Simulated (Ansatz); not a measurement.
# Convergence series on a (001) slab of Mg6VBi (cut from a parent of space group no. 38; 16 atoms in the cell)

```xyz
16
Lattice="5.2208 0.0000 0.0000 0.0000 6.2089 0.0000 0.0000 0.0000 21.2564" Properties=species:S:1:pos:R:3 pbc="T T T"
Mg     2.6104     1.5434    15.2564
Mg     2.6104     4.6655    15.2564
Mg     0.0000     4.7283    11.5458
Mg     0.0000     1.4806    11.5458
Mg     0.0000     0.0000    14.2890
Mg     0.0000     3.1044    14.3879
Mg     2.6104     4.6479     9.7106
Mg     2.6104     1.5610     9.7106
Mg     0.0000     1.6239     6.0000
Mg     0.0000     4.5850     6.0000
Mg     0.0000     3.1044     8.7432
Mg     0.0000     0.0000     8.8421
V      2.6104     0.0000    12.4814
V      2.6104     3.1044     6.9356
Bi     2.6104     3.1044    12.4977
Bi     2.6104     0.0000     6.9519
```
Moments meant for the start (each program seeds them in its own way; μB, in the order of the atoms Mg Mg Mg Mg Mg Mg Mg Mg Mg Mg Mg Mg V V Bi Bi): 0.0 0.0 0.0 0.0 0.0 0.0 0.0 0.0 0.0 0.0 0.0 0.0 2.0 2.0 0.0 0.0.

Method of the run: PBE, PAW files (plane waves; Ansatz, a first-principles code).

The starting cell comes from a database of computed structures (which also holds hypothetical and non-ambient phases and stackings), without a prior relaxation at this level. The slab is cut from that crystal, and its faces are unrelaxed. The magnetic order is the one reached from the typed start; others were not searched systematically. Without a gap this mesh is coarse (it stands for a supercell whose shortest in-plane vector is 19 Å).

Held fixed: kpoints.mp_grid.grid = 4 3 1; hamiltonian.xc = pbe; hamiltonian.pseudopotentials = {kind: paw} (the program's default PAW files); magnetization.spin_polarized = true; scf.occupations.method = methfessel_paxton; scf.occupations.width = 0.1 eV; efield.axis = 3; efield.dipole_correction = true.

ΔF is the free energy per atom less that of the last row (28.0).

These are the values that this program gave, and no reference: magnetic slabs can end in a higher state.

| vacuum between outermost atoms (Å) | ΔF (meV/atom) | largest force (eV/Å) | size of the net moment (μB/atom) | plane waves | iterations |
|---|---|---|---|---|---|
| 5.0 | -9.7 | 0.654 | 0.44 | 9083 | 40 |
| 6.0 | -2.5 | 0.695 | 0.42 | 9683 | 29 |
| 8.0 | -0.19 | 0.694 | 0.41 | 10993 | 26 |
| 10.0 | -0.01 | 0.692 | 0.40 | 12253 | 29 |
| 12.0 | 0.00 | 0.691 | 0.40 | 13503 | 26 |
| 15.0 | 0.00 | 0.691 | 0.40 | 15437 | 26 |
| 18.0 | 0.00 | 0.691 | 0.40 | 17347 | 26 |
| 22.0 | 0.00 | 0.691 | 0.40 | 19885 | 25 |
| 28.0 | 0.00 | 0.691 | 0.40 | 23729 | 26 |

Energy within 2 meV/atom of the last row: from vacuum between outermost atoms (Å) = 8.0 on; the one before it is off by 2.5 meV/atom.

Left out of this page: 2 runs of the series unsound by tests on forces, stress, charge or solver warnings; 1 run of the series with a known weakness of the program.

Keys are those of Ansatz 0.2.
